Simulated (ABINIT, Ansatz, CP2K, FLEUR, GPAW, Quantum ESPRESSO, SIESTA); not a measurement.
# InF₃ (R-3c, 8 atoms in the cell) computed with different codes at matched settings

Self-consistent single point, at a second geometry (lattice scaled by 0.98). First geometry:

```xyz
8
Lattice="2.6021 1.5023 4.9075 -2.6021 1.5023 4.9075 0.0000 -3.0047 4.9075" Properties=species:S:1:pos:R:3 pbc="T T T"
In     0.0000     0.0000     7.3613
In     0.0000     0.0000     0.0000
F     -0.9219     1.4079     6.1344
F      0.9219    -1.4079     8.5881
F     -0.7583    -1.5023     6.1344
F      0.7583     1.5023     8.5881
F      1.6802     0.0945     6.1344
F     -1.6802    -0.0945     8.5881
```

Shared settings, as Ansatz (a first-principles code) writes them: kpoints.mp_grid.grid = 5 5 5; scf.occupations.method = fermi_dirac; scf.occupations.width = 0.05 eV. Potentials and cutoffs stand in the table.

| code | model | ΔF from the first geometry (meV/atom) | pressure (GPa) | largest force (eV/Å) | gap on the mesh (eV) | cutoff |
|---|---|---|---|---|---|---|
| FLEUR | LDA (Perdew-Zunger), all-electron FLAPW (FLEUR), scalar-relativistic valence | -6.8 | – | – | 4.485 | Kmax 4.6 1/bohr |
| Quantum ESPRESSO | LDA (PZ), GBRV 1.5 ultrasoft (LDA) pseudopotentials | -8.5 | 1.06 | 0.133 | 4.368 | 40 Ry |
| GPAW | LDA (Perdew-Wang 92), GPAW PAW datasets LDA (gpaw-data 1.0.1) | -6.2 | – | 0.174 | 4.399 | 950 eV |
| ABINIT | LDA (PW92), PAW (JTH v2.0 LDA PAW) | -5.6 | 2.24 | 0.171 | 4.381 | 653 eV |
| Ansatz | LDA (PW92), default PAW files made with PBE | -3.9 | 2.15 | 0.202 | 4.436 | default |
| CP2K | LDA (Pade form), GPW, DZVP-MOLOPT-SR-GTH basis, GTH-PADE potentials (GTH_POTENTIALS) | 6.3 | 5.29 | 0.387 | 4.330 | grid 550 Ry |
| SIESTA | LDA PW92, numerical atomic orbitals DZP, PseudoDojo LDA standard norm-conserving potentials (rewritten from UPF to PSML) | 3.9 | 4.85 | 0.419 | 4.311 | grid 300 Ry |

For Quantum ESPRESSO (by 0.6 GPa) and Ansatz (by 0.5 GPa) the energy change implies a higher mean pressure, against the two pressures, than for the other programs: a sign of finite-basis (Pulay) stress.

A dash marks a value that a program does not give, or that is left out as unsure.

Gaps are read on the mesh.

The spread over the programs that give each value: ΔF from the first geometry within 14.8 meV/atom; pressure within 4.23 GPa; largest force within 0.286 eV/Å; gap on the mesh within 0.174 eV.

CP2K and SIESTA use small atom-centred bases, whose incompleteness enters pressures, forces and empty levels differently from a plane-wave cutoff. FLEUR treats all electrons, but the usual bases taken here (sphere radii, linearisation, local orbitals, empty states) were not tested for convergence, so the values are no reference for the others. Ansatz's pressure is given at a fixed set of plane waves, as the other plane-wave codes print theirs; with its correction for the finite basis it is 3.13 GPa (the shift of 0.98 GPa shows how far the cutoff is from converged). The pressure of GPAW is left out: its cutoff lies under the one at which its stress was checked. The same LDA comes in different parametrisations, which differ slightly. In the pressure, Quantum ESPRESSO (by 1.08), CP2K (by 3.15) and SIESTA (by 2.70) lie more than 1 GPa from the median of the plane-wave programs. In the force vectors, CP2K (by 0.214) and SIESTA (by 0.246) lie more than 0.08 eV/Å from the median of the plane-wave programs.

The starting cell comes from a database of computed structures (which also holds hypothetical and non-ambient phases and stackings), without a prior relaxation at this level. For this run, on top of that: lattice scaled by 0.98.

Keys are those of Ansatz 0.2.
